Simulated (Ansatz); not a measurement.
Fluorite PbF2 (high-temperature phase)

The numbers are results of G0W0@HSE06 in Ansatz (plane waves, hard PAW, contour deformation, complete-basis limit), not measurements.

Settings: largest k mesh 6×6×6 (not extrapolated in the mesh).

Cell: measured lattice: a = 5.940 Å, b = 5.940 Å, c = 5.940 Å, α = 90.00°, β = 90.00°, γ = 90.00°.

| Property | Result |
|---|---|
| band gap | 7.53 eV |

Note: filled d or f shells below the valence bands can shift G0W0 gaps through exchange with them, which wasn't tested here; GW on a hybrid start was not checked against another program; cell and atoms aren't relaxed at this level; the gap holds a correction of +0.59 eV to the complete basis, taken at k points off the band edges.

Spin–orbit coupling is not included; with these elements it can move the gap by several tenths of an eV or more.

The computed numbers hold no vibrational or temperature effects.

Ansatz is a first-principles code.
